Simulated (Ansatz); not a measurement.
## PBE against r2SCAN: WC, uniaxial stress, 0.5 GPa compression along z

Start from WC (space group P-6m2, No. 187; a = 2.923 Å, c = 2.846 Å; relaxed with 0.1 eV smearing). Axes: x lies along a and z along c of the hexagonal cell.

(Cell as relaxed with PBE.)

Levels (all Ansatz, a program for electronic structure, PAW, earlier PAW set): PBE (420 eV, no spin-orbit coupling); r2SCAN (500 eV, without spin-orbit coupling).

Each level relaxes its own structure.

| base | PBE | r2SCAN |
|---|---|---|
| volume per atom | 10.53 Å³ | 10.42 Å³ |
| lattice parameter a | 2.923 Å | 2.913 Å |
| band gap | zero | zero |

Now apply this change: uniaxial stress, 0.5 GPa compression along z; all other stress components relax to zero.

| quantity | PBE | r2SCAN |
|---|---|---|
| shortest interatomic distance | 2.207 Å | 2.199 Å |
| band gap | zero | zero |
| energy relative to the base (free energy F) | 0.0 meV/atom | 0.0 meV/atom |

PBE's shortest interatomic distance lies 0.008 Å above r2SCAN's (0.3 %); the two agree on the band gap and energy relative to the base. Neither level is exact; r2SCAN is the comparison here, not a measurement.

Load acts through the strain it causes; cell and atoms are relaxed under it. Beyond what the load breaks, stability against distortions was not tested. All final runs are without spin polarisation.
